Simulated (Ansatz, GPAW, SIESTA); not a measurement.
**Code comparison for MnO₂ (P4_2/mnm, 6 atoms in the cell)**

Self-consistent single point.

```
MnO2
1.0
    4.44442     0.00000     0.00000
    0.00000     4.44442     0.00000
    0.00000     0.00000     2.89575
Mn O
2 4
Direct
  0.00000   0.00000   0.00000
  0.50000   0.50000   0.50000
  0.30492   0.30492   0.00000
  0.69508   0.69508   0.00000
  0.19508   0.80492   0.50000
  0.80492   0.19508   0.50000
```
Moments meant for the start (each program seeds them in its own way; μB, in the order of the atoms Mn Mn O O O O): 4.0 4.0 0.0 0.0 0.0 0.0.

Shared settings, as Ansatz (a quantum-chemistry and plane-wave program) writes them: kpoints.mp_grid.grid = 4 4 6; scf.occupations.method = gaussian; scf.occupations.width = 0.272 eV. Potentials and cutoffs stand in the table.

```json
[
 {"code": "Ansatz", "model": "PBE, default PAW files", "pressure (GPa)": "-2.04", "largest force (eV/Å)": "0.116", "size of the net moment (μB/atom)": "0.99", "cutoff": "default"},
 {"code": "SIESTA", "model": "GGA PBE, numerical atomic orbitals DZP, PseudoDojo PBE standard norm-conserving potentials (rewritten from UPF to PSML)", "pressure (GPa)": "1.49", "largest force (eV/Å)": "0.061", "size of the net moment (μB/atom)": "1.00", "cutoff": "grid 350 Ry"},
 {"code": "GPAW", "model": "PBE, GPAW PAW datasets PBE (gpaw-data 1.0.1)", "pressure (GPa)": "–", "largest force (eV/Å)": "0.047", "size of the net moment (μB/atom)": "0.99", "cutoff": "950 eV"}
]
```

A dash marks a value that a program does not give, or that is left out as unsure.

On Ansatz's run: the magnetic order is the one reached from the typed start; others were not searched systematically. The program warned that, by what it read of turns of the moments, another magnetic order lies lower.

The spread over the programs that give each value: pressure within 3.53 GPa; largest force within 0.069 eV/Å; size of the net moment within 0.01 μB/atom.

SIESTA uses small atom-centred bases, whose incompleteness enters pressures, forces and empty levels differently from a plane-wave cutoff. Ansatz's pressure is given at a fixed set of plane waves, as the other plane-wave codes print theirs; with its correction for the finite basis it is -1.17 GPa (the shift of 0.87 GPa shows how far the cutoff is from converged). The pressure of GPAW is left out: its cutoff lies under the one at which its stress was checked.

On the base mesh (5 5 7) the same programs gave: Ansatz pressure -2.03 GPa; SIESTA pressure 1.58 GPa.

The starting cell comes from a database of computed structures (which also holds hypothetical and non-ambient phases and stackings), without a prior relaxation at this level. Its lattice was rescaled by a random factor within 2.5 % of one.

Keys are those of Ansatz 0.2.
